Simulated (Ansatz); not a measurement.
Response to strain in Sn

Take Sn in the diamond structure (space group Fd-3m, No. 227; a = 6.5665 Å) as the base. Axes: x, y, z lie along the cube axes.

Strains are applied to the cell and any free atomic positions relax.

Method: Ansatz (a quantum-chemistry and plane-wave program) r2SCAN, spin-orbit coupling left out.

Notes on the quantities. pressure: mean of the normal stresses, compression positive; energy relative to the base: free energy F.

| variant | shortest interatomic distance | pressure | energy relative to the base |
|---|---|---|---|
| base | 2.843 Å | 0.0 GPa | 0 meV/atom |
| uniaxial strain ε_zz = +0.50 % | 2.848 Å | -0.2 GPa | +0.2 meV/atom |
| uniaxial strain ε_zz = +1.00 % | [?] | -0.4 GPa | +0.7 meV/atom |
| uniaxial strain ε_zz = +1.50 % | 2.858 Å | -0.6 GPa | +1.6 meV/atom |
| uniaxial strain ε_zz = +2.00 % | 2.862 Å | [?] | +2.8 meV/atom |
| uniaxial strain ε_zz = +2.50 % | [?] | -1.0 GPa | +4.4 meV/atom |
| uniaxial strain ε_zz = +3.00 % | 2.872 Å | [?] | +6.3 meV/atom |

### Question
Fill in the withheld entries from the trend.

### Answer

- uniaxial strain ε_zz = +1.00 %, shortest interatomic distance: 2.853 Å
- uniaxial strain ε_zz = +2.00 %, pressure: -0.8 GPa
- uniaxial strain ε_zz = +2.50 %, shortest interatomic distance: 2.867 Å
- uniaxial strain ε_zz = +3.00 %, pressure: -1.2 GPa

Stability against distortions was not tested.
